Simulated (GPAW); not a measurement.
Band structure of VH (Fm-3m, 2 atoms in the cell).

```
VH
1.0
    0.00000     1.96375     1.96375
    1.96375     0.00000     1.96375
    1.96375     1.96375     0.00000
V H
1 1
Direct
  0.00000   0.00000   0.00000
  0.50000   0.50000   0.50000
```

Computed with PBEsol, GPAW PAW datasets PBEsol (made by gpaw-setup) (plane waves; GPAW).

Settings: mode = pw; ecut = 850 eV; xc = PBEsol; kpts = 14 14 14; mesh shift (steps) = 0 0 0; occupations.name = methfessel-paxton; occupations.width = 0.1 eV; occupations.order = 0; nbands = -8; convergence.density = 1e-05 e/electron; symmetry.symmorphic = false; symmetry.tolerance = 0.0005; maxiter = 150; bandpath_npoints = 40.

The starting cell comes from a database of computed structures (which also holds hypothetical and non-ambient phases and stackings), without a prior relaxation at this level. Spin polarisation is off.

Levels in eV from the Fermi level, bands 4 to 11:
```csv
point,4,5,6,7,8,9,10,11
Γ,-37.52,-10.52,-0.09,-0.09,-0.09,1.41,1.41,12.73
X,-37.75,-7.51,-2.67,1.67,2.50,2.97,2.97,6.81
W,-37.77,-6.65,-1.43,-1.43,0.83,2.97,6.01,7.52
K,-37.70,-6.74,-2.32,-0.42,1.35,2.55,5.15,6.30
L,-37.60,-5.42,-3.84,-0.49,-0.49,2.60,2.60,7.35
U,-37.70,-6.74,-2.32,-0.42,1.35,2.55,5.15,6.30
```

Bands cross the Fermi level along this path, so the cell is metallic at this level.
